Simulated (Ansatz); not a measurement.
```yaml
crystal:
  lattice:
    - [3.09558, 0.00000, 0.00000]
    - [-1.54779, 2.68085, 0.00000]
    - [0.00000, 0.00000, 25.86400]
  atoms:
    - { symbol: F, position: [0.66667, 0.33333, 0.36835] }
    - { symbol: Mg, position: [0.00000, 0.00000, 0.40493] }
    - { symbol: F, position: [0.33333, 0.66667, 0.44139] }
    - { symbol: F, position: [0.33333, 0.66667, 0.55861] }
    - { symbol: Mg, position: [0.00000, 0.00000, 0.59507] }
    - { symbol: F, position: [0.66667, 0.33333, 0.63165] }
```

All values below come from PBE+D3(BJ) (plane waves to 420 eV, PAW; Ansatz, a program for electronic structure). No spin–orbit coupling; PBE gaps are too small against experiment. Its k-point mesh 12×12×1, Fermi–Dirac width 0.01 eV. A dipole correction is on.

Question: Name the layers and their stacking, and give its binding and gap.

Answer: 2 layers of MgF2-1T, started at antiparallel, no shift (facing F atop F, which symmetry holds and which is mostly a maximum against sliding).
The step of the vacuum level across the stack (top less bottom) comes out as 0.00 eV and the interaction energy of the frozen layers comes out as -9.1 meV/Å². The interaction energy without the D3 term at this geometry comes out as +1.5 meV/Å² and the PBE gap over the mesh and listed points off it comes out as 7.14 eV, indirect (lowest direct gap 7.32 eV). The valence and conduction edges under the vacuum level of the lower face comes out as 9.68 and 2.54 eV.
